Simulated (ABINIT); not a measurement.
A self-consistent single point of BAs (F-43m, 2 atoms in the cell) with ABINIT.

Method of the run: PBE, spin-orbit coupling, PAW (JTH v2.0 PBE PAW) (plane waves; ABINIT).

```
CELL_PARAMETERS angstrom
      0.00000     2.39000     2.39000
      2.39000     0.00000     2.39000
      2.39000     2.39000     0.00000
ATOMIC_POSITIONS crystal
  B  0.00000 0.00000 0.00000
  As 0.25000 0.25000 0.25000
```

Reference input (self-consistent single point, DFT, PBE, plane waves, PAW (JTH v2.0 PBE PAW)): pseudos = [B.GGA_PBE-JTH.xml, As.GGA_PBE-JTH.xml]; ecut = 40 Ry; pawecutdg = 80 Ry; pawxcdev = 0; ixc = 11; occopt = 3; tsmear = 0.00183747 Ha; ngkpt = 8 8 8; nshiftk = 1; shiftk = 0 0 0; potentials = JTH v2.0 PBE PAW; nband = 14. This run's input differs from it in these lines:

```diff
@@ -19,6 +19,8 @@
 ixc 11
+nspinor 2
+nspden 1
 occopt 3
 tsmear 0.00183747
-nband 14
-kptopt 1
+nband 30
+kptopt 4
 ngkpt 8 8 8
```

The program printed (abridged):

```
--- !BeginCycle
solver: {iscf: 17, nstep: 80, nline: 4, wfoptalg: 10, }
tolerances: {tolvrs: 1.00E-12, }
...

     iter   Etot(hartree)      deltaE(h)  residm     nres2
 ETOT  1  -115.50799091750    -1.155E+02 5.754E+01 6.840E+00
 ETOT  2  -116.74408257338    -1.236E+00 2.693E-02 3.148E+00
 ETOT  3  -116.73589383611     8.189E-03 1.155E-02 1.002E+00
 ETOT  4  -116.73355515448     2.339E-03 6.694E-02 4.694E-02
 ETOT  5  -116.73346344343     9.171E-05 6.468E-03 6.177E-03
   [... 7 lines left out ...]
 ETOT 13  -116.73350887103     3.965E-12 9.018E-05 1.307E-10
 ETOT 14  -116.73350887103    -8.527E-14 6.503E-05 1.042E-11
 ETOT 15  -116.73350887103     6.395E-13 4.723E-05 6.835E-12
 ETOT 16  -116.73350887102     8.384E-13 4.003E-05 1.545E-13
 At SCF step   16       nres2   =  1.54E-13 < tolvrs=  1.00E-12 =>converged.

 Cartesian components of stress tensor (hartree/bohr^3)
  sigma(1 1)= -8.41617135E-05  sigma(3 2)=  0.00000000E+00
  sigma(2 2)= -8.41617135E-05  sigma(3 1)=  0.00000000E+00
  sigma(3 3)= -8.41617135E-05  sigma(2 1)=  0.00000000E+00

 ----iterations are completed or convergence reached----

 reduced coordinates (array xred) for    2 atoms
       0.000000000000      0.000000000000      0.000000000000
       0.250000000000      0.250000000000      0.250000000000
 cartesian forces (eV/Angstrom) at end:
    1     -0.00000000000000    -0.00000000000000    -0.00000000000000
    2     -0.00000000000000    -0.00000000000000    -0.00000000000000
 frms,max,avg= 0.0000000E+00 0.0000000E+00   0.000E+00  0.000E+00  0.000E+00 e/A
   [... lines left out ...]
 Fermi (or HOMO) energy (hartree) =   0.28102   Average Vxc (hartree)=  -0.38324
 Fermi (or HOMO) energy (eV) =   7.64703   Average Vxc (eV)= -10.42836
   [... lines left out ...]
'-kT*entropy'       : -7.54121800253753E-09
total_energy        : -1.16733508796992E+02
total_energy_eV     : -3.17648031719963E+03
...

-Cartesian components of stress tensor (GPa)         [Pressure=  2.4761E+00 GPa]
- sigma(1 1)= -2.47612268E+00  sigma(3 2)=  0.00000000E+00
- sigma(2 2)= -2.47612268E+00  sigma(3 1)=  0.00000000E+00
- sigma(3 3)= -2.47612268E+00  sigma(2 1)=  0.00000000E+00

 Calculation completed.
```

The run converged in 16 iterations. Against the reference run the pressure stays at 2.48 GPa and the gap on the mesh goes from 1.196 to 1.132 eV.

The starting cell has typed, rounded lattice constants, without a prior relaxation at this level.

Cost on one core of a shared machine: roughly 4 min.
